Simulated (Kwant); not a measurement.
System: π system c1cc2ccc3cccc4ccc(c1)c2c34 between two chain leads. The π system is taken as planar. Atoms are numbered from 0 in the order of the SMILES. Site energies (eV, carbon 0): [0.0, 0.0, 0.0, 0.0, 0.0, 0.0, 0.0, 0.0, 0.0, 0.0, 0.0, 0.0, 0.0, 0.0, 0.0, 0.0]. Bonds (i, j, β in eV): (0,1,-2.4) (1,2,-2.4) (2,3,-2.4) (3,4,-2.4) (4,5,-2.4) (5,6,-2.4) (6,7,-2.4) (7,8,-2.4) (8,9,-2.4) (9,10,-2.4) (10,11,-2.4) (11,12,-2.4) (12,13,-2.4) (12,14,-2.4) (14,15,-2.4) (13,0,-2.4) (14,2,-2.4) (15,5,-2.4) (15,9,-2.4). Leads: chains of hopping −3.6 eV, joined by −1.2 eV to atoms 1 and 3.

Site energies and bond integrals are typed Hückel values.

Kwant, Hückel tight-binding model, one pz orbital an atom, one spin, coherent transport at 0 K. Conductance is in e²/h.

Sweep values stay those of the base run.

Base results: transmission at E = 0 < 1e-12.

Task: What follows from this one change: contacts moved from atoms [1, 3] to [3, 4]?

Result: transmission at E = 0 < 1e-12 → 0.074.

Task: What follows from this one change: contacts moved from atoms [1, 3] to [1, 4]?

Result: transmission at E = 0 < 1e-12 → 0.027.
